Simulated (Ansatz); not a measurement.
SiGe (model structure, Pmma, No. 51, 4 atoms in the cell) was calculated with PBEsol+SOC (Ansatz, a quantum-chemistry and plane-wave program, plane waves, PAW).

Settings: plane-wave cutoff 520 eV, 10×10×6 k mesh (along the axes of the cell as run), Fermi–Dirac smearing 0.01 eV, PAW data made under PBE.

Cell (relaxed with PBEsol):

GeSi is modelled in the orthorhombic space group Pmma (No. 51), Pearson symbol oP4. Lattice parameters: a = 3.9178 Å, b = 3.9233 Å, c = 5.5413 Å, α = 90.00°, β = 90.00°, γ = 90.00°. Si on 2e is surrounded by 2 Si at 2.366 Å and 2 Ge at 2.400 Å (tetrahedral). Ge on 2f is coordinated by 2 Si at 2.400 Å and 2 Ge at 2.437 Å (tetrahedral). (Neighbours: up to the widest gap in distance over summed covalent radii, below 1.35, at either atom.)

Question: What does this level give for the band gap and smallest direct gap on the k points sampled?

Answer: 
- band gap: 0.24 eV (indirect)
- smallest direct gap on the k points sampled: 0.45 eV

Note: the relaxation could raise the start's symmetry but not lower it, so the cell can be a saddle point.

The computed numbers hold no vibrational or temperature effects.

A model structure was made by putting elements into a prototype or built by hand; it is no filed structure, need not be a known phase, and can be a saddle point held by its symmetry.
